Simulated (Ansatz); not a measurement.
The starting structures come from a database of crystals and need not be the phases stable at ambient conditions.

 Where the default PAW files enter, the runs use the earlier of Ansatz's two default sets.

Evanescent states of YVO$_{4}$ (I4_1/a, not sure to be the ambient phase, 12 atoms a cell, 12.3 Å³ an atom, -9 GPa at this level) along the normal of (001)

The numbers are results of r2SCAN (plane waves, PAW; Ansatz, a program for electronic structure), not measurements.

The gap is the functional's own, uncorrected, and κ follows it; spin-orbit coupling is left out. Mid-gap values are interpolated between the computed energies.

Energies count from the valence-band top; κ is the least over a 6×6 mesh across the current.

```csv
E (eV),κ (1/Å),where
0.07,0.303,off Γ
0.23,0.377,off Γ
0.38,0.422,off Γ
0.53,0.452,off Γ
0.68,___,off Γ
0.82,___,off Γ
0.97,___,off Γ
1.12,___,off Γ
1.27,___,off Γ
1.43,___,off Γ
1.57,___,off Γ
1.73,___,off Γ
1.88,___,off Γ
2.02,___,off Γ
2.17,___,off Γ
2.33,0.490,off Γ
2.48,0.468,off Γ
2.62,0.426,Γ
2.77,0.361,Γ
```

Task: Complete the blanks.

Result: 
- 0.68, κ (1/Å): 0.477
- 0.82, κ (1/Å): 0.498
- 0.97, κ (1/Å): 0.514
- 1.12, κ (1/Å): 0.524
- 1.27, κ (1/Å): 0.530
- 1.43, κ (1/Å): 0.534
- 1.57, κ (1/Å): 0.534
- 1.73, κ (1/Å): 0.529
- 1.88, κ (1/Å): 0.523
- 2.02, κ (1/Å): 0.513
- 2.17, κ (1/Å): 0.501
